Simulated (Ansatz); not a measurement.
The parent structure is GaP in the zinc blende structure (space group F-43m, No. 216; a = 5.438 Å).

Computed with PBEsol in Ansatz (plane waves to 420 eV, PAW, without spin-orbit coupling).

Carriers are added at fixed cell with a uniform background; the Fermi–Dirac width is that of 300 K.

One change was made to it. Results:

```tsv
quantity	base	after
Fermi level relative to the doped band's edge (positive inside the band; to 0.05 eV)	–	+0.50 eV
valley order (the lowest conduction-band minima on the path, energy above the VBM, named in the base's zone)	a point along ⟨100⟩, about 1.0 Å⁻¹ from Γ 1.45 eV; L along ⟨111⟩ 1.60 eV; Γ 1.80 eV	a point along ⟨100⟩, about 1.0 Å⁻¹ from Γ 1.55 eV; L along ⟨111⟩ 1.66 eV; Γ 1.83 eV
```

Problem. Which change produced these results?
A. holes 1.0×10^21 cm⁻³
B. holes 3.0×10^21 cm⁻³
C. electrons 1.0×10^22 cm⁻³
D. holes 5.0×10^20 cm⁻³

Solution. B, holes 3.0×10^21 cm⁻³. For comparison, the Fermi level from band edge in the other runs: holes 1.0×10^21 cm⁻³ gives +0.25 eV; electrons 1.0×10^22 cm⁻³ gives +0.85 eV; holes 5.0×10^20 cm⁻³ gives +0.15 eV.

Carriers are added with a uniform compensating background; total energy and stress of such cells depend on the potential's zero and are not compared; many-body gap narrowing is missing at this level. Whether these cells are dynamically stable was not tested.

Ansatz is a program for electronic structure.
